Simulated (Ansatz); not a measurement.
Functionals compared on NH3 on the 1x1 (110) surface of bcc W, one in a 2x2 cell, started at the site 'hollow W-W-W', in Ansatz (plane waves, PAW). The structure was relaxed with PBE; the other rows are single points on it, each with its references at the same level. Cutoff 420 eV (500 eV for r2SCAN).

Model: 20-atom slab, 6.6 Å thick at the start under the adsorbate (thin: gaps and levels are the slab's own), 6x6x1 mesh, Fermi-Dirac 0.1 eV, dipole correction, 8 atoms held, the rest relaxed; no symmetry held; no spin, no spin-orbit, no U, no dispersion correction. At the end it is bonded to W. In PBE it is, or lies within 0.03 eV of, the lowest of the starts that converged. These notes are the PBE run's. Adsorption energies are against NH3(g). A negative adsorption energy means that the adsorbate is more stable on the surface than in its reference.

```
functional  adsorption energy (eV)  work function of the top face (eV)  change of the work function (eV)  rough cost of the single point
----------  ----------------------  ----------------------------------  --------------------------------  ------------------------------
PBE                          -0.86                                2.59                             -2.23                               –
RPBE                           ___                                 ___                               ___     very roughly 3 core-minutes
r2SCAN                       -0.98                                2.53                             -2.36          roughly 7 core-minutes
```

Question: Fill in the missing entries.

Answer: 
- RPBE, adsorption energy (eV): -0.60
- RPBE, work function of the top face (eV): 2.50
- RPBE, change of the work function (eV): -2.18

Ansatz is a program for electronic structure.
